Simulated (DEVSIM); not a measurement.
System: abrupt Ge p-n junction, at 400 K.

Layer 1 from the left is Ge, thickness (μm) 7.70, Na (cm⁻³) 3e17, τn (s) 2.7e-7, τp (s) 2.7e-7. Layer 2 from the left is Ge, thickness (μm) 100, Nd (cm⁻³) 4.2e17, τn (s) 2.7e-7, τp (s) 2.7e-7.

Left contact: ohmic. Right contact: ohmic. Voltage is applied to the left contact. Recombination: SRH at mid-gap, radiative. Mobility is μmin + (μ − μmin)/(1 + (N/Nref)^α).

This is a model device: material constants are rounded textbook-type values typed into the input, and sizes, dopings and lifetimes were drawn at random. Values at 300 K; Nc and Nv go as T^1.5, mobilities as T to minus their exponent, the gap by Varshni's rule with the affinity fixed.

Ge: gap (eV) 0.664, affinity (eV) 4, permittivity 16, Nc (cm⁻³) 1.04e19, Nv (cm⁻³) 6e18, μn (cm²/Vs) 3900, μp (cm²/Vs) 1900, μn,min 150, μp,min 100, Nref,n 2.6e17, Nref,p 4e17, αn 0.56, αp 0.6, T exponent of μn 1.66, T exponent of μp 2.33, B (cm³/s) 6.4e-14, Varshni α (eV/K) 0.000477, Varshni β (K) 235.

DEVSIM, 1D drift-diffusion, Boltzmann statistics, complete ionisation; no tunnelling, impact ionisation, image-force lowering or self-heating.

Dark forward current:

| |V| (V) | |J| (A/cm²) |
|---|---|
| 0.05 | 0.2216 |
| 0.10 | 1.161 |
| 0.15 | 5.088 |
| 0.20 | 20.61 |
| 0.25 | 72.08 |
| 0.30 | 193.0 |
| 0.35 | 390.8 |
| 0.40 | 649.4 |
| 0.45 | 954.4 |
| 0.50 | 1299 |
| 0.55 | 1680 |
| 0.60 | 2098 |

Task: Work out the local ideality factor n = ΔV / (kT/q · ln(J2/J1)) between the rows 0.15 and 0.20 V, 0.55 and 0.60 V.

Result: kT/q = 34.47 mV. From 0.15 to 0.20 V: ln(20.61/5.088) = 1.399, n = 1.04, near the 1 of diffusion or emission over a barrier. From 0.55 to 0.60 V: ln(2098/1680) = 0.222, n = 6.53.

Task: Estimate the current at 0.15 V from the Shockley equation with J0 = Σ q ni² D/(N L) coth(W/L), τ joining the SRH, radiative and Auger lifetimes that are on, and W taken as the whole layer.

Result: ni² = 2.03e30 cm⁻⁶; electrons in the p layer: μ = 1210 cm²/Vs, D = 41.7 cm²/s, τ = 2.69e-7 s, L = 33.5 μm, W/L = 0.23, term 0.0597 A/cm²; holes in the n layer: μ = 505 cm²/Vs, D = 17.4 cm²/s, τ = 2.68e-7 s, L = 21.6 μm, W/L = 4.6, term 0.00624 A/cm². J0 = 0.0660 A/cm², and J = J0 exp(qV/kT) = 5.12 A/cm². The simulation gives 5.09 A/cm², the same within the digits that matter. The estimate leaves out recombination in the depletion region and that region's share of W.
